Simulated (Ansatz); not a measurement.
Results of r²SCAN+rVV10 in Ansatz (plane waves, PAW) for BN (Fmm2, No. 42, 2 atoms in the cell; start mp-685145; a measured phase of this formula has another space group).

Numerical settings: plane-wave cutoff 560 eV, 16×16×16 k mesh, Fermi–Dirac smearing 0.01 eV, scalar-relativistic PAW data made under PBE.

Cell (relaxed at this level):

```yaml
crystal:
  lattice:
    - [0.00000, 3.29377, 2.16261]
    - [1.25058, 0.00000, 2.16261]
    - [1.25058, 3.29377, 0.00000]
  atoms:
    - { symbol: B, position: [0.00012, 0.00012, 0.99988] }
    - { symbol: N, position: [0.66658, 0.66658, 0.33342] }
```

Problem. Give the computed band gap and direct gap at Γ.

Solution. 
* **band gap**: 3.90 eV (on the SCF k mesh)
* **direct gap at Γ**: 6.88 eV

Note: the relaxation could not lower the start's symmetry, so the cell can be a saddle point above a distorted one.

Computed values are for the static lattice.

A start named mp-… is a Materials Project structure, which need not be a measured phase.

Ansatz is a quantum-chemistry and plane-wave program.
